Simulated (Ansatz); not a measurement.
# zincblende GaP (F-43m) under uniaxial stress along [111]

Cell and atoms are relaxed with PBEsol to each stress (compression positive); bands and masses by r2SCAN with spin-orbit coupling, rigid bands (plane waves, PAW; Ansatz, a first-principles code). Strains are changes of length against the unloaded cell.

```cif
data_GaP
_chemical_formula_sum 'Ga1 P1'
_space_group_name_H-M_alt 'P 1'
_space_group_IT_number 1
_cell_length_a 3.84557
_cell_length_b 3.84557
_cell_length_c 3.84557
_cell_angle_alpha 60.000
_cell_angle_beta 60.000
_cell_angle_gamma 60.000
loop_
_space_group_symop_operation_xyz
  'x, y, z'
loop_
_atom_site_label
_atom_site_type_symbol
_atom_site_fract_x
_atom_site_fract_y
_atom_site_fract_z
_atom_site_occupancy
Ga1 Ga 0.00000 0.00000 0.00000 1
P1 P 0.25000 0.25000 0.25000 1
```

```json
[
 {"stress (GPa)": "-9.80", "strain [111] (%)": "6.78", "strain [1−10] (%)": "-1.01", "gap (eV)": "1.406", "mean mₑ*": "0.26"},
 {"stress (GPa)": "-7.00", "strain [111] (%)": "4.65", "strain [1−10] (%)": "-0.75", "gap (eV)": "1.572", "mean mₑ*": "0.34"},
 {"stress (GPa)": "-4.20", "strain [111] (%)": "2.71", "strain [1−10] (%)": "-0.46", "gap (eV)": "1.698", "mean mₑ*": "0.36"},
 {"stress (GPa)": "-1.40", "strain [111] (%)": "0.88", "strain [1−10] (%)": "-0.16", "gap (eV)": "1.783", "mean mₑ*": "0.34"},
 {"stress (GPa)": "0", "strain [111] (%)": "0", "strain [1−10] (%)": "0", "gap (eV)": "1.806", "mean mₑ*": "0.34"},
 {"stress (GPa)": "1.40", "strain [111] (%)": "-0.87", "strain [1−10] (%)": "0.17", "gap (eV)": "1.750", "mean mₑ*": "0.34"},
 {"stress (GPa)": "4.20", "strain [111] (%)": "-2.58", "strain [1−10] (%)": "0.52", "gap (eV)": "1.570", "mean mₑ*": "0.35"}
]
```

[111] is the direction of the load; [11−2] strains as [1−10]. Masses are conductivity masses at 300 K in electron masses, harmonic means over x, y and z.

### Question
From the two loads next to zero, find the Young modulus and the ratio of transverse to axial strain.

### Answer
Between -1.40 and 1.40 GPa the strain along [111] changes by -1.75 % and that along [1−10] by 0.33 %. The modulus is 2.80/0.0175 = 160 GPa and the ratio of the strains 0.19 (PBEsol, atoms relaxed).

### Question
Is the response still linear at the largest tension?

### Answer
The modulus predicts 6.13 % at -9.80 GPa; the table has 6.78 %, so the crystal is softer there.

### Question
How fast does the gap move on either side of zero load?

### Answer
Under tension, (1.698 − 1.806) eV over -4.20 GPa = 26 meV/GPa, or about -4.0 eV per unit strain; under compression, (1.750 − 1.806) eV over 1.40 GPa = -40 meV/GPa, or about 6.4 eV per unit strain. The two slopes part by 66 meV/GPa; gaps are resolved to about 0.01 eV, which allows 10 meV/GPa, so they differ, even in sign: the gap has a turning point near zero load.

Masses are those of dilute carriers in rigid bands with one relaxation time, without polarons. Third decimals of gaps are kept for the arithmetic. Every relaxation keeps the zincblende phase (space group R3m under this load), so a transition, a distortion that breaks the symmetry or fracture can't show.
